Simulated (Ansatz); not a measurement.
## A computed series for Sc: response to strain

The parent structure is Sc in the hcp (Mg type) structure (space group P6_3/mmc, No. 194; a = 3.2754 Å, c = 5.1051 Å; relaxed with 0.1 eV smearing). Axes: x lies along a and z along c of the hexagonal cell.

Strains are applied to the cell and any free atomic positions relax.

Method: DFT with PBEsol, PAW potentials and a 420 eV plane-wave cutoff in Ansatz (a quantum-chemistry and plane-wave program), no spin-orbit coupling.

Notes on the quantities. energy relative to the base: free energy F.

```tsv
uniaxial strain ε_xx (%)	energy relative to the base (meV/atom)
0	0.0
0.5	0.2
1	0.7
1.5	1.7
2	3.0
2.5	?
3	6.5
```

Fit ΔE = Aε² + Bε³ (ε in %) to the rows shown and predict the withheld row.

Least squares on the printed values gives A = 0.784 and B = -0.020 meV/atom (largest residual 0.1 meV/atom); this predicts 4.6 meV/atom, and the run gives 4.6 meV/atom, in agreement.

No phonon test of stability was made. The final runs are not spin-polarised.
